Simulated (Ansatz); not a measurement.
ScGeCN (model structure, started from the AlSiCN type, P3m1, No. 156, 4 atoms in the cell), treated with PBEsol in Ansatz (plane waves, PAW).

Input file:

Ansatz 0.2 input:
```yaml
crystal:
  lattice:
    - [3.3786685432, 0.0, 0.0]
    - [-1.6893342716, 2.9260127893, 0.0]
    - [0.0, 0.0, 5.2891598676]
  atoms:
    - { symbol: Sc, position: [0.3333333333, 0.6666666667, 0.5261558679] }
    - { symbol: Ge, position: [0.6666666667, 0.3333333333, 0.9992446213] }
    - { symbol: C, position: [0.3333333333, 0.6666666667, 0.0926898974] }
    - { symbol: N, position: [0.6666666667, 0.3333333333, 0.6318996134] }
basis:
  ecutwfc: 520
  ecutrho_ratio: 4
  xc_grid: 2
kpoints:
  mp_grid: { grid: [12, 12, 6] }
  band_path:
    path:
      - [0.0, 0.0, 0.0]
      - [0.05, 0.0, 0.0]
      - [0.1, 0.0, 0.0]
      - [0.15, 0.0, 0.0]
      - [0.2, 0.0, 0.0]
      - [0.25, 0.0, 0.0]
      - [0.3, 0.0, 0.0]
      - [0.35, 0.0, 0.0]
      - [0.4, 0.0, 0.0]
      - [0.45, 0.0, 0.0]
      - [0.5, 0.0, 0.0]
      - [0.466667, 0.066667, 0.0]
      - [0.433333, 0.133333, 0.0]
      - [0.4, 0.2, 0.0]
      - [0.366667, 0.266667, 0.0]
      - [0.333333, 0.333333, 0.0]
      - [0.305556, 0.305556, 0.0]
      - [0.277778, 0.277778, 0.0]
      - [0.25, 0.25, 0.0]
      - [0.222222, 0.222222, 0.0]
      - [0.194444, 0.194444, 0.0]
      - [0.166667, 0.166667, 0.0]
      - [0.138889, 0.138889, 0.0]
      - [0.111111, 0.111111, 0.0]
      - [0.083333, 0.083333, 0.0]
      - [0.055556, 0.055556, 0.0]
      - [0.027778, 0.027778, 0.0]
      - [0.0, 0.0, 0.1]
      - [0.0, 0.0, 0.2]
      - [0.0, 0.0, 0.3]
      - [0.0, 0.0, 0.4]
      - [0.0, 0.0, 0.5]
      - [0.05, 0.0, 0.5]
      - [0.1, 0.0, 0.5]
      - [0.15, 0.0, 0.5]
      - [0.2, 0.0, 0.5]
      - [0.25, 0.0, 0.5]
      - [0.3, 0.0, 0.5]
      - [0.35, 0.0, 0.5]
      - [0.4, 0.0, 0.5]
      - [0.45, 0.0, 0.5]
      - [0.5, 0.0, 0.5]
      - [0.466667, 0.066667, 0.5]
      - [0.433333, 0.133333, 0.5]
      - [0.4, 0.2, 0.5]
      - [0.366667, 0.266667, 0.5]
      - [0.333333, 0.333333, 0.5]
      - [0.305556, 0.305556, 0.5]
      - [0.277778, 0.277778, 0.5]
      - [0.25, 0.25, 0.5]
      - [0.222222, 0.222222, 0.5]
      - [0.194444, 0.194444, 0.5]
      - [0.166667, 0.166667, 0.5]
      - [0.138889, 0.138889, 0.5]
      - [0.111111, 0.111111, 0.5]
      - [0.083333, 0.083333, 0.5]
      - [0.055556, 0.055556, 0.5]
      - [0.027778, 0.027778, 0.5]
      - [0.5, 0.0, 0.4]
      - [0.5, 0.0, 0.3]
      - [0.5, 0.0, 0.2]
      - [0.5, 0.0, 0.1]
      - [0.333333, 0.333333, 0.4]
      - [0.333333, 0.333333, 0.3]
      - [0.333333, 0.333333, 0.2]
      - [0.333333, 0.333333, 0.1]
    npoints: 1
hamiltonian:
  xc: pbesol
  dispersion: none
  pseudopotentials: { kind: paw }
scf:
  occupations: { method: fermi_dirac, width: 0.01 }
  convergence: { dr2_threshold: 0.0000000004 }
output:
  forces: true
  stress: true
  eigenvalues: true
  write_bands: true
```

Excerpt of the program's output:

```
Crystal: 4 atoms, lattice volume = 52.289 Å³
Basis set: ecut = 520 eV, 1411 PW (Γ), exchange–correlation on 54×54×80 points (8 copies of the dense FFT grid, shifted against one another)
Bands: 21, of which v1, the nominal top of the filled ones, is band 17 counted from 1 (16 counted from 0)
Symmetry: 6 space group operations
Space group: P3m1 (ITA 156), of the structure as read, at distance tolerance 3.7e-5 Å
k-points: 100 of 864 (time reversal used)
Functional: x = pbesol(κ = 0.804, μ = 0.12345679012345678), c = pbesol(β = 0.046)
SCF iter   1: F=—  HF=-6992.136596 eV  |F-HF|=—  |Δ(HF+E_count)|=         —  Δρ=9.76e-3  dr2=5.58e-2
SCF iter   2: F=—  HF=-6992.120619 eV  |F-HF|=—  |Δ(HF+E_count)|=   1.60e-2  Δρ=2.98e-3  dr2=5.66e-3
  ...
SCF iter   9: F=—  HF=-6992.118831 eV  |F-HF|=—  |Δ(HF+E_count)|=   6.16e-9  Δρ=1.06e-6  dr2=5.81e-10
SCF iter  10: F=-6992.118831 eV  HF=-6992.118831 eV  |F-HF|=1.18e-11  |Δ(HF+E_count)|=  4.08e-10  Δρ=2.54e-7  dr2=3.21e-11
SCF 1 converged in 10 iterations: F = -6992.118831 eV  dr2 = 3.21e-11
SCF converged after 10 iterations
Free energy (F): -6992.118831 eV
Internal energy: -6992.118831 eV  (E = F + TS)
E sigma→0 (E₀):  -6992.118831 eV
Fermi energy:    10.729368 eV
--- Forces (eV/Å), atoms counted from 1 ---
  atom   1  Sc    -0.00000000    -0.00000000     0.00171024
  atom   2  Ge     0.00000000     0.00000000    -0.00297613
  atom   3  C      0.00000000    -0.00000000     0.00081260
  atom   4  N      0.00000000     0.00000000     0.00045295
--- Stress (GPa, compression-positive) ---
        0.001183       0.000000       0.000000
        0.000000       0.001183       0.000000
        0.000000       0.000000      -0.004310
  P = ⅓ Tr σ = -0.0006 GPa (-0.006 kbar)
```

The PAW data were made under PBE.

Note: the relaxation could raise the start's symmetry but not lower it, so the cell can be a saddle point.

Cost on a shared machine: very roughly 8 core-seconds.

A model structure was made by putting elements into a prototype or built by hand; it is no filed structure, need not be a known phase, and can be a saddle point held by its symmetry.

Ansatz is a program for electronic structure.
